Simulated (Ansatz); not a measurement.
The starting structures come from a database of crystals and need not be the phases stable at ambient conditions.

 Where the default PAW files enter, the runs use the earlier of Ansatz's two default sets.

Given:

```yaml
crystal:
  lattice:
    - [5.85337, 0.00000, 0.00000]
    - [0.57349, 5.82521, 0.00000]
    - [2.63994, -2.91260, 3.93097]
  atoms:
    - { symbol: Si, position: [0.25000, 0.25000, 0.50000] }
    - { symbol: Si, position: [0.00000, 0.00000, 0.00000] }
    - { symbol: S, position: [0.90799, 0.34201, 0.46701] }
    - { symbol: S, position: [0.12500, 0.62500, 0.96701] }
    - { symbol: S, position: [0.34201, 0.90799, 0.53299] }
    - { symbol: S, position: [0.62500, 0.12500, 0.03299] }
```

Space group of this cell: I-42d. The cell is taken as given.

The current runs along the normal of the first two printed vectors, the (110) plane. All runs by Ansatz (a quantum-chemistry and plane-wave program), plane waves and PAW, without spin-orbit coupling; the base is r2SCAN.

```csv
run,mean pressure (GPa),gap (eV),mid-gap κ (1/Å)
base,0.2,3.57,0.321
all lengths scaled by 0.98,6.0,?,?
all lengths scaled by 1.02,-4.1,3.61,0.312
lda in place of r2scan,-1.7,?,?
"lengths across the current scaled by 0.98, ions clamped",3.8,3.51,0.323
"lengths across the current scaled by 1.02, ions clamped",-2.6,3.60,0.317
"lengths along the current scaled by 0.97, ions clamped",3.2,?,?
"lengths along the current scaled by 1.03, ions clamped",-2.2,3.59,0.313
pbesol in place of r2scan,0.1,3.09,0.297
```

Task: Fill in the missing entries.

Result: 
- all lengths scaled by 0.98, gap (eV): 3.48
- all lengths scaled by 0.98, mid-gap κ (1/Å): 0.328
- lda in place of r2scan, gap (eV): 3.03
- lda in place of r2scan, mid-gap κ (1/Å): 0.290
- lengths along the current scaled by 0.97, ions clamped, gap (eV): 3.50
- lengths along the current scaled by 0.97, ions clamped, mid-gap κ (1/Å): 0.327
